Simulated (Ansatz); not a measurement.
Start from AgI in the zinc blende structure (space group F-43m, No. 216; a = 6.4499 Å). Axes: x, y, z lie along the cube axes.

All numbers come from PBEsol/PAW in Ansatz (a program for electronic structure), without spin-orbit coupling.

Before the change:

```
Item                Result
-------------  -----------
Gap character  direct at Γ
```

Now apply this change: the symmetric strain tensor [-0.0006 0.0049 0.0126; 0.0049 0.0147 0.0019; 0.0126 0.0019 -0.0109]; the atoms relax in the strained cell.

Problem. Estimate the effect on the stress.

Solution. The stress (xx, yy, zz, yz, xz, xy; compression positive) amounts to (-0.10, -0.21, -0.03, -0.04, -0.25, -0.10) GPa.

Problem. How does this affect the gap character?

Solution. The gap character is still direct at Γ.

Spin-orbit coupling, missing from the scalar runs, can matter with I. Stability against distortions was not tested. k-point labels follow each cell's own Brillouin zone.
